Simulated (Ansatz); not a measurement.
Levels about the gap of amorphous Ge₁₉Se₃₆O₂ (57 atoms in a cell of 1560 Å³, 4.53 g/cm³; zone centre alone, so wide bands show as single levels with stretches between that a denser mesh fills), at the geometry that PBE-D3(BJ) relaxed, where it gives 0.0 GPa on a denser mesh. The participation number counts the atoms over which a state spreads; weights are charges in smoothed Voronoi cells. The levels come from a single point, so bond lengths are those of that geometry. Method of the levels: PBE-D3(BJ), scalar-relativistic without spin-orbit coupling (Ansatz, an electronic-structure program). Sampling: the zone centre alone; Fermi-Dirac width 0.05 eV; no spin polarisation. At PBE the levels at the filled edge of the gap are localised (band-tail or defect states).

It comes from a melt-quench run on a machine-learned potential (CHGNet), relaxed afterwards by DFT. O atoms were pushed apart under 1.9 Å during the dynamics, to hinder bonds among them. The hot cell started wider than the set density and was brought back towards it in steps. It is the lowest in DFT energy of 3 quenches. It is a model cell: composition and starting density were chosen by hand, and all elements were melted together. The geometry includes D3(BJ) dispersion. Its density started from a set value of 4.24 and ended at 4.53 g/cm³. The simulated quench (nominally 150 K/ps over its main leg) is rapid and tends to freeze in more defects than a deposited or slowly cooled glass has. A cell of this size samples the disorder only roughly. Volume and shape were free in the relaxation.

```
E - E(highest filled), eV  filling  participation number        largest on  weight Se  weight Ge  weight O
-------------------------  -------  --------------------  ----------------  ---------  ---------  --------
-0.44                       filled                  20.6  Se, 2 neighbours       0.81       0.18      0.01
-0.41                       filled                  16.6  Se, 2 neighbours       0.86       0.14      0.01
-0.37                       filled                  17.0  Se, 2 neighbours       0.90       0.10      0.00
-0.26                       filled                  26.4  Se, 2 neighbours       0.86       0.13      0.01
-0.17                       filled                  19.3  Se, 2 neighbours       0.78       0.21      0.01
-0.04                       filled                  15.9  Ge, 3 neighbours       0.72       0.27      0.01
0.00                        filled                   7.7  Se, 2 neighbours       0.86       0.12      0.01
0.78                         empty                  34.9  Ge, 5 neighbours       0.69       0.30      0.01
1.02                         empty                  37.4  Se, 2 neighbours       0.71       0.28      0.01
1.10                         empty                  29.0  Se, 2 neighbours       0.73       0.26      0.01
1.22                         empty                  31.3  Ge, 2 neighbours       0.66       0.34      0.01
1.26                         empty                  26.9  Se, 2 neighbours       0.69       0.29      0.02
1.36                         empty                  37.5  Se, 2 neighbours       0.71       0.29      0.01
1.43                         empty                  27.1  Ge, 4 neighbours       0.70       0.29      0.01
```

Most localised among these is the filled level at +0.00 eV, on a Se atom, which has 2 neighbours (Se 2.37 Å, Ge 2.41 Å).
